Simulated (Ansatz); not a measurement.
Take TiO2 in the anatase structure (space group I4_1/amd, No. 141; a = 3.770 Å, c = 9.552 Å) as the base. Axes: x, y, z lie along a, b, c of the conventional cell.

Levels (all Ansatz, an electronic-structure program, PAW): PBEsol (420 eV, no SOC); r2SCAN (500 eV, no spin-orbit coupling).

Its gap is 2.11 eV with PBEsol and 2.54 eV with r2SCAN.

Modification: uniaxial strain ε_zz = +4.11 %, all other strain components held at zero; the atoms relax in the strained cell.

With PBEsol the gap becomes 2.21 eV.

Task: If the r2SCAN correction stayed the same, what would the r2SCAN gap be, and what does the r2SCAN run give?

Result: A rigid correction of +0.43 eV gives 2.64 eV. The r2SCAN run gives 2.63 eV, so the two effects roughly add.

Single points use the geometry relaxed with PBEsol. Stability against distortions was not tested. The base started in C2/c and relaxed to I4_1/amd at this level. All final runs are without spin polarisation.
